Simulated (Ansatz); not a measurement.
AlAs in the zinc blende structure (space group F-43m, No. 216)

```yaml
crystal:
  lattice:
    - [0.00000, 2.83733, 2.83733]
    - [2.83733, 0.00000, 2.83733]
    - [2.83733, 2.83733, 0.00000]
  atoms:
    - { symbol: As, position: [0.75000, 0.75000, 0.75000] }
    - { symbol: Al, position: [0.00000, 0.00000, 0.00000] }
```

Level of theory: Ansatz (a program for electronic structure), PBEsol, PAW, cutoff 420 eV, without spin-orbit coupling. Settings: 10×10×10 k-points, 0.05 eV Fermi–Dirac smearing.

```yaml
volume_per_atom: 22.84 Å³
density: 3.70 g/cm³
band_gap: 1.34 eV, indirect, Γ → X
electron_mass: 0.87 mₑ along k, 0.24 mₑ across
Hole mass (degenerate bands, along [100]): 0.11, 0.48, 0.48 mₑ
Lowest conduction-band minima above the VBM: X along ⟨100⟩ 1.34 eV; Γ 1.91 eV; L along ⟨111⟩ 2.05 eV
total_energy: -2669.222 eV/atom (σ→0; compares only within this code and set-up)
```

Effective masses come from finite differences of ±0.01 Å⁻¹. Along k means along the line from Γ to the band edge. Stability against distortions was not tested.
